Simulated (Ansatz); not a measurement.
**WC under a change: biaxial strain +0.50 %, plane normal [001], relaxed out of plane**

Start from WC (space group P-6m2, No. 187; a = 2.922 Å, c = 2.846 Å; relaxed with 0.1 eV smearing). Axes: x lies along a and z along c of the hexagonal cell.

One thing is altered: biaxial strain +0.50 %, plane normal [001], relaxed out of plane (Cartesian); in-plane vectors clamped, the third vector and the atoms free.

Level of theory: PBE (Ansatz, a program for electronic structure, PAW, without spin-orbit coupling). Settings: 23×23×20 k-points, 0.1 eV Fermi–Dirac smearing.

```csv
quantity,base,changed,shift
volume per atom,10.53 Å³,10.61 Å³,+0.087 Å³
shortest interatomic distance,2.207 Å,2.212 Å,+0.005 Å
band gap,zero,zero,–
out-of-plane strain,–,-0.18 %,–
mean in-plane stress (compression positive),–,-4.2 GPa,–
```

Final structure (turned so that z lies along the plane normal):

```xyz
2
Lattice="2.9371 0.0000 0.0000 1.4685 2.5436 0.0000 0.0000 0.0000 2.8411" Properties=species:S:1:pos:R:3 pbc="T T T"
W      0.0000     0.0000     0.0000
C      1.4685     0.8479     1.4206
```

Stability against distortions was not tested. All final runs are without spin polarisation.
